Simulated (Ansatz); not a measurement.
```xyz
3
Lattice="3.5776 0.0000 0.0000 -1.7888 3.0983 0.0000 0.0000 0.0000 5.7226" Properties=species:S:1:pos:R:3 pbc="T T T"
Hf     0.0000     0.0000     0.0000
S      0.0000     2.0655     1.4667
S      1.7888     1.0328     4.2559
```

No spin polarisation.

Computed with Ansatz (a quantum-chemistry and plane-wave program), PBE-D3(BJ), PAW, cutoff 420 eV, spin-orbit coupling left out. Settings: 11×11×6 k-points, 0.05 eV Fermi–Dirac smearing.

### Question
What valence-band top at Γ (three highest levels, from the VBM) does the calculation give?

### Answer
0.00, -0.17, -0.17 eV.

### Question
What space group does the calculation give?

### Answer
P-3m1 (No. 164).

### Question
Predict the gap character.

### Answer
Indirect, Γ → L.

With Hf present, leaving out spin-orbit coupling can change the band edges. The cells carry an imposed strain or load. No phonon test of stability was made. The cell was made from HfS$_{2}$ in the CdI2 type structure (space group P-3m1, No. 164; layered, stacked along the Cartesian z axis) by this change: isotropic strain −0.78 %.
